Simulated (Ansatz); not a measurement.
A self-consistent single point of VRe (Cmm2, 2 atoms in the cell) with Ansatz (a quantum-chemistry and plane-wave program).

Level of theory: LDA (PW92), default PAW files made with PBE (plane waves; Ansatz).

```xyz
2
Lattice="1.5073 -2.1757 0.0000 1.5073 2.1757 0.0000 0.0000 0.0000 4.2094" Properties=species:S:1:pos:R:3 pbc="T T T"
V      1.5073     0.0000     2.1547
Re     0.0000     0.0000     0.0000
```

Reference input (self-consistent single point, DFT, LDA (PW92), plane waves, default PAW files made with PBE): basis.ecutwfc = 420 eV; kpoints.mp_grid.grid = 13 13 8; hamiltonian.xc = lda; hamiltonian.pseudopotentials = {kind: paw} (the program's default PAW files); scf.occupations.method = fermi_dirac; scf.occupations.width = 0.1 eV. This run's input differs from it in these lines:

Ansatz 0.2 input:
```diff
@@ -13,3 +13,3 @@
   mp_grid:
-    grid: [13, 13, 8]
+    grid: [35, 35, 21]
 hamiltonian:
```

The program printed (abridged):

```
SCF iter   1: F=—  HF=-13468.608279 eV  |F-HF|=—  |Δ(HF+E_count)|=         —  Δρ=6.52e-3  dr2=9.35e-3  ethr=1.77e-3  ⟨swp⟩=4.7  Hψ=264942  notcnv=0
all-band conjugate gradients solve this SCF's bands
preconditioner: auto → none
SCF iter   2: F=—  HF=-13468.608312 eV  |F-HF|=—  |Δ(HF+E_count)|=   3.26e-5  Δρ=4.33e-3  dr2=9.19e-3  ethr=3.34e-5  ⟨swp⟩=1.8  Hψ=102184  notcnv=0
SCF iter   3: F=—  HF=-13468.607435 eV  |F-HF|=—  |Δ(HF+E_count)|=   8.77e-4  Δρ=1.63e-3  dr2=6.02e-4  ethr=3.28e-5  ⟨swp⟩=1.2  Hψ=65701  notcnv=0
SCF iter   4: F=—  HF=-13468.607398 eV  |F-HF|=—  |Δ(HF+E_count)|=   3.68e-5  Δρ=5.80e-4  dr2=1.16e-4  ethr=2.15e-6  ⟨swp⟩=2.0  Hψ=86002  notcnv=0
SCF iter   5: F=—  HF=-13468.607374 eV  |F-HF|=—  |Δ(HF+E_count)|=   2.35e-5  Δρ=1.88e-4  dr2=2.02e-5  ethr=4.16e-7  ⟨swp⟩=2.1  Hψ=95998  notcnv=0
SCF iter   6: F=—  HF=-13468.607372 eV  |F-HF|=—  |Δ(HF+E_count)|=   2.69e-6  Δρ=3.73e-5  dr2=1.25e-7  ethr=7.21e-8  ⟨swp⟩=2.0  Hψ=85802  notcnv=0
SCF iter   7: F=-13468.607372 eV  HF=-13468.607372 eV  |F-HF|=2.80e-10  |Δ(HF+E_count)|=   1.11e-8  Δρ=1.01e-5  dr2=6.84e-9  ethr=3.57e-10  ⟨swp⟩=4.6  Hψ=225943  notcnv=0
SCF 1 converged in 7 iterations: F = -13468.607372 eV  dr2 = 6.84e-9
Free energy (F): -13468.607372 eV
Internal energy: -13468.567102 eV  (E = F + TS)
E sigma→0 (E₀):  -13468.587237 eV
Entropy (-TS):   -0.040269 eV (-20.135 meV/atom)
Fermi energy:    21.081569 eV
--- Forces (eV/Å), atoms counted from 1 ---
  atom   1  V      0.00000000    -0.00000000    -0.58023747
  atom   2  Re     0.00000000     0.00000000     0.58023595
--- Stress (GPa, compression-positive) ---
       -7.302697       0.000000       0.000000
        0.000000      -7.539603      -0.000000
        0.000000      -0.000000      -7.600255
  P = ⅓ Tr σ = -7.4809 GPa (-74.809 kbar)
  The stress holds the Pulay correction. Without it, at fixed plane waves, as pw.x and ABINIT print it: P = -7.5827 GPa
```

The run converged in 7 iterations. Against the reference run the free energy rises by 1.3 meV/atom, the pressure hardly changes (-7.53 to -7.48 GPa) and the largest force moves little (0.582 to 0.580 eV/Å).

The starting cell comes from a database of computed structures (which also holds hypothetical and non-ambient phases and stackings), without a prior relaxation at this level. Its lattice was rescaled by up to half a per cent. One atom was moved a little off its site on purpose. Spin polarisation is off. With a pressure of about -7 GPa the cell is away from its equilibrium volume at this level. Ansatz's pressure includes its estimate of the finite-basis (Pulay) stress.

Cost on one core of a shared machine: roughly 2 min.
